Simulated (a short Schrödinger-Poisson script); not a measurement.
Stack: symmetric double-gate stack, Si3N4 on p-type Si(111), at 300 K.

```tsv
layer	material	thickness (nm)	Na (cm⁻³)
1	Si3N4	4.3	-
2	Si	6	3e15
3	Si3N4	4.3	-
```

Constants are typed, rounded textbook-type inputs, not results; the design itself was drawn at random and stands for no fabricated device. Si3N4: permittivity 7.5, conduction-band edge (eV) 1.95, gap (eV) 5.1, electron mass (mₑ) 0.5. Si: permittivity 11.7, conduction-band edge (eV) 0, gap (eV) 1.124, Nv at 300 K (cm⁻³) 3.1e19.

Channel valleys (confinement mass, in-plane density-of-states mass, number): Δ6 0.258, 0.358, 6. At the gates, both at one voltage, the conduction-band edge of layer 1 lies 2.4 eV − eVg above the Fermi level of the channel. Gaps are held at their typed values at every temperature. Mesh 0.03 nm at interfaces.

Solved with a short Schrödinger-Poisson script written for these runs: 1D Poisson equation in equilibrium, electrons quantum, Hartree (BenDaniel-Duke, 12 states a valley, the channel's in-plane mass for all, wave functions free to enter the dielectric), parabolic valleys, classical holes, full ionisation, no traps, pinning or gate leakage.

The same stack at other levels of the model or other numerical settings:

| run | sheet density of all electrons at Vg = 1.9 V (cm⁻²) | sheet density of all electrons at Vg = 0.7 V (cm⁻²) | capacitance of both gates at Vg = 1.9 V (μF/cm²) | rough cost against the base |
|---|---|---|---|---|
| base | 2.31e13 | 4.11e12 | 2.66 | about 1 |
| electrons treated as classical, Boltzmann | 2.64e13 | 4.90e12 | 2.97 | 0.04 |
| electrons treated as classical, Fermi-Dirac | 2.56e13 | 4.84e12 | 2.84 | 0.1 |
| mesh six times as coarse | 2.30e13 | 4.10e12 | 2.65 | 0.3 |
| one subband a valley | 2.28e13 | 4.09e12 | 2.63 | 0.4 |

The classical rows ignore confinement, and Boltzmann statistics overrate the density once the band edge passes the Fermi level.
